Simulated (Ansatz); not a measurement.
Hops of point defects in monoclinic HfO2, each between lowest sites run for its defect: PBE bands (Ansatz, a program for electronic structure, plane waves to 420 eV, PAW, climbing-image NEB) beside r2SCAN single points (500 eV) at the PBE geometries. Static nuclei, no finite-size correction. The rows are a random draw from the bands that converged and passed our checks of state and shape. Saddle orders were checked for a part of the study's bands only and are not shown. Charge states are imposed. Spin-orbit coupling is left out.

```csv
Row,Defect,Route,Hop (Å),Cell and PBE mesh,r2SCAN k-points,PBE barrier x (eV),r2SCAN barrier y (eV)
1,"interstitial La, charge +3",La moves farthest,3.53,"96 sites, Γ",same mesh,3.72,3.80
2,"interstitial Sc, charge +3",Sc moves farthest,1.45,"96 sites, Γ",same mesh,0.33,0.39
3,"interstitial K, charge +1",K moves farthest,3.50,"96 sites, Γ",same mesh,2.96,2.98
4,"interstitial Mg, charge +2",Mg moves farthest,3.47,"96 sites, Γ",same mesh,2.63,2.61
5,"interstitial F, charge -1",F moves farthest,1.66,"96 sites, Γ",same mesh,0.12,0.13
6,"interstitial La, charge +3",La moves farthest,1.22,"96 sites, Γ",same mesh,0.43,0.47
7,"interstitial Sr, charge +2",Sr moves farthest,3.49,"96 sites, Γ",same mesh,3.55,?
```

Fit a straight line y = a x + b to rows 1 to 6, predict row 7, and compare with the computed value.

Means: x̄ = 1.698, ȳ = 1.730 eV. Sums: Sxx = 12.519, Sxy = 12.539 eV². So a = Sxy/Sxx = 1.002 and b = ȳ − a x̄ = 0.029 eV, with a scatter of 0.04 eV about the line. Row 7: 1.002 × 3.55 + 0.029 ≈ 3.59 eV. The computed r2SCAN value is 3.60 eV, +0.01 eV from the line, within the scatter. The line only summarises these rows of one host.
